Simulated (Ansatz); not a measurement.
Ansatz (an electronic-structure program) run on ScPd₃ (P4mm, 4 atoms in the cell): self-consistent single point.

Method: PBEsol, harder PAW files (source: ansatz) made with PBE (plane waves; Ansatz).

The change in words: lattice scaled by 0.98; basis.ecutwfc: 30.9 Ry → 31.2 Ry; hamiltonian.pseudopotentials: {kind: paw} (the program's default PAW files) → {kind: paw, source: ansatz}. Reference geometry:
```
ScPd3
1.0
    3.99955     0.00000     0.00000
    0.00000     3.99955     0.00000
    0.00000     0.00000     3.99955
Sc Pd
1 3
Direct
  0.00000   0.00000   0.01250
  0.50000   0.50000   0.00000
  0.00000   0.50000   0.50000
  0.50000   0.00000   0.50000
```

Reference input (self-consistent single point, DFT, PBEsol, plane waves, default PAW files made with PBE): basis.ecutwfc = 30.9 Ry; kpoints.mp_grid.grid = 7 7 7; hamiltonian.xc = pbesol; hamiltonian.pseudopotentials = {kind: paw} (the program's default PAW files); scf.occupations.method = gaussian; scf.occupations.width = 0.0073 Ry. This run's input differs from it in these lines:

Ansatz 0.2 input:
```diff
@@ -3,12 +3,12 @@
   lattice:
-    - [3.999548, 0.000000, 0.000000]
-    - [0.000000, 3.999548, 0.000000]
-    - [0.000000, 0.000000, 3.999548]
+    - [3.919557, 0.000000, 0.000000]
+    - [0.000000, 3.919557, 0.000000]
+    - [0.000000, 0.000000, 3.919557]
   atoms:
-    - { symbol: Sc, position_ang: [0.000000, 0.000000, 0.049998] }
-    - { symbol: Pd, position_ang: [1.999774, 1.999774, 0.000000] }
-    - { symbol: Pd, position_ang: [0.000000, 1.999774, 1.999774] }
-    - { symbol: Pd, position_ang: [1.999774, 0.000000, 1.999774] }
+    - { symbol: Sc, position_ang: [0.000000, 0.000000, 0.048998] }
+    - { symbol: Pd, position_ang: [1.959779, 1.959779, 0.000000] }
+    - { symbol: Pd, position_ang: [0.000000, 1.959779, 1.959779] }
+    - { symbol: Pd, position_ang: [1.959779, 0.000000, 1.959779] }
 basis:
-  ecutwfc: 30.9 Ry
+  ecutwfc: 31.2 Ry
 kpoints:
@@ -17,3 +17,3 @@
   xc: pbesol
-  pseudopotentials: { kind: paw }
+  pseudopotentials: { kind: paw, source: ansatz }
 scf:
```

The program printed (abridged):

```
SCF iter   1: F=—  HF=-22860.351801 eV  |F-HF|=—  |Δ(HF+E_count)|=         —  Δρ=5.35e-1  dr2=3.16e2  ethr=3.10e-3  ⟨swp⟩=3.6  Hψ=4621  notcnv=0
all-band conjugate gradients solve this SCF's bands
preconditioner: auto → Kerker (q_TF=auto, 2.763 Å⁻¹)
SCF iter   2: F=—  HF=-22839.885616 eV  |F-HF|=—  |Δ(HF+E_count)|=    2.05e1  Δρ=1.54e-1  dr2=2.44e1  ethr=3.10e-3  ⟨swp⟩=2.9  Hψ=3480  notcnv=0  defer=39
   [... lines left out ...]
SCF iter   8: F=—  HF=-22837.733653 eV  |F-HF|=—  |Δ(HF+E_count)|=   9.51e-5  Δρ=3.68e-4  dr2=1.46e-4  ethr=9.49e-7  ⟨swp⟩=1.4  Hψ=1582  notcnv=0  defer=46
SCF iter   9: F=—  HF=-22837.733617 eV  |F-HF|=—  |Δ(HF+E_count)|=   3.63e-5  Δρ=1.64e-4  dr2=2.82e-5  ethr=2.25e-7  ⟨swp⟩=1.4  Hψ=1590  notcnv=0  defer=46
SCF iter  10: F=—  HF=-22837.733633 eV  |F-HF|=—  |Δ(HF+E_count)|=   1.56e-5  Δρ=7.48e-6  dr2=3.25e-8  ethr=1.54e-10  ⟨swp⟩=8.4  Hψ=7208  notcnv=0
SCF iter  11: F=-22837.733633 eV  HF=-22837.733633 eV  |F-HF|=1.00e-9  |Δ(HF+E_count)|=   4.39e-9  Δρ=1.61e-6  dr2=1.89e-9  ethr=5.00e-11  ⟨swp⟩=2.0  Hψ=4206  notcnv=0
SCF 1 converged in 11 iterations: F = -22837.733633 eV  dr2 = 1.89e-9
Free energy (F): -22837.733633 eV
Internal energy: -22837.724426 eV  (E = F + TS)
E sigma→0 (E₀):  -22837.729029 eV
Entropy (-TS):   -0.009207 eV (-2.302 meV/atom)
Fermi energy:    18.076529 eV
--- Forces (eV/Å), atoms counted from 1 ---
  atom   1  Sc    -0.00000000     0.00000000    -0.30790394
  atom   2  Pd    -0.00000000     0.00000000    -0.00477708
  atom   3  Pd    -0.00000000     0.00000000     0.15633836
  atom   4  Pd     0.00000000     0.00000000     0.15633836
--- Stress (GPa, compression-positive) ---
        2.885923       0.000000       0.000000
        0.000000       2.885923       0.000000
        0.000000       0.000000       2.923007
  P = ⅓ Tr σ = 2.8983 GPa (28.983 kbar)
  The stress holds the Pulay correction. Without it, at fixed plane waves, as pw.x and ABINIT print it: P = -20.9554 GPa
```

The run converged in 11 iterations. Against the reference run the pressure goes from -6.40 to 2.90 GPa and the largest force goes from 0.210 to 0.308 eV/Å.

The starting cell comes from a database of computed structures (which also holds hypothetical and non-ambient phases and stackings), without a prior relaxation at this level. Its lattice was rescaled by up to half a per cent. One atom was moved a little off its site on purpose. For this run, on top of that: lattice scaled by 0.98. Spin polarisation is off. Ansatz's pressure includes its estimate of the finite-basis (Pulay) stress. Without the estimate this run gives -20.96 GPa. The cutoff lies below the one recommended for these files.
